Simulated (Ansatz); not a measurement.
An Ansatz (a first-principles code) input (PBE-D3(BJ)/PAW in Ansatz, no spin-orbit coupling):

Ansatz 0.2 input:
```yaml
crystal:
  lattice:
    - [3.6597805889, 0, 0]
    - [1.8298902944, 3.1694629623, 0]
    - [0, 0, 5.7243630948]
  atoms:
    - { symbol: Hf, position: [0, 0, 0] }
    - { symbol: S, position: [0.3333333333, 0.3333333333, 0.2525196173] }
    - { symbol: S, position: [0.6666666667, 0.6666666667, 0.7474803827] }
basis: { ecutwfc: 420, ecutrho_ratio: 4, xc_grid: 2, fft_grid_basis: typed }
kpoints: { mp_grid: { grid: [11, 11, 6] } }
hamiltonian:
  xc: pbe
  dispersion: d3bj
  pseudopotentials: { kind: paw }
scf: { occupations: { method: fermi_dirac, width: 0.05 } }
relax: { f_tol: 0.005, max_steps: 50, cell: { stress_tol: 0.01, fix: [a, b, gamma] } }
output: { forces: true, stress: true }
checkpoint: { write: state.ck, write_every: 1000 }
```

Task: Which symmetry and how many k-points will the program report, and about how many plane waves at Γ?

Result: Space group P-3m1 (ITA 164) with 12 operations, k-points 84 of 726, and 1303 plane waves at Γ.

Task: And the final pressure?

Result: -1.58 GPa (compression positive).

The cells carry an imposed strain or load. Whether these cells are dynamically stable was not tested. The cell was made from HfS2 in the CdI2 type structure (space group P-3m1, No. 164; layered, stacked along the Cartesian z axis) by this change: biaxial strain +1.50 %, plane normal [001], relaxed out of plane.
